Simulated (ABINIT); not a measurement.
Band structure of PtAl₂ (Fm-3m, 3 atoms in the cell).

```yaml
crystal:
  lattice:
    - [0.00000, 2.97628, 2.97628]
    - [2.97628, 0.00000, 2.97628]
    - [2.97628, 2.97628, 0.00000]
  atoms:
    - { symbol: Al, position: [0.25000, 0.25000, 0.25000] }
    - { symbol: Al, position: [0.75000, 0.75000, 0.75000] }
    - { symbol: Pt, position: [0.00000, 0.00000, 0.00000] }
```

Method: PBE, PAW (JTH v2.0 PBE PAW) (plane waves; ABINIT 10.0.3).

Settings: pseudos = [Al.GGA_PBE-JTH.xml, Pt.GGA_PBE-JTH.xml]; ecut = 571 eV; pawecutdg = 1143 eV; occopt = 3; tsmear = 0.00367493 Ha; ngkpt = 7 7 7; nshiftk = 1; shiftk = 0 0 0; potentials = JTH v2.0 PBE PAW; kptopt = 1; nstep = 100; tolvrs1 = 1e-10; ndtset = 2.

The starting cell has typed, rounded lattice constants, without a prior relaxation at this level. Its lattice was rescaled by a random factor within 2.5 % of one. Spin-orbit coupling is off. Spin polarisation is off.

These are the values that this program gave, and no reference: the one-centre exchange-correlation terms come from a truncated expansion.

Levels in eV from the Fermi level, bands 5 to 12:
| point | 5 | 6 | 7 | 8 | 9 | 10 | 11 | 12 |
|---|---|---|---|---|---|---|---|---|
| Γ | -3.60 | -3.60 | 2.86 | 3.83 | 3.83 | 3.83 | 5.30 | 5.30 |
| X | -3.69 | -3.34 | -3.12 | -1.54 | -1.54 | 3.00 | 3.36 | 8.17 |
| W | -3.69 | -3.18 | -2.73 | -2.73 | -0.86 | 5.14 | 5.14 | 6.18 |
| K | -3.87 | -3.55 | -2.99 | -1.96 | -0.57 | 3.23 | 5.38 | 6.77 |
| L | -3.63 | -3.39 | -3.39 | 1.05 | 1.05 | 3.78 | 5.07 | 5.07 |
| U | -3.87 | -3.55 | -2.99 | -1.96 | -0.57 | 3.23 | 5.38 | 6.77 |

Bands cross the Fermi level along this path, so the cell is metallic at this level.
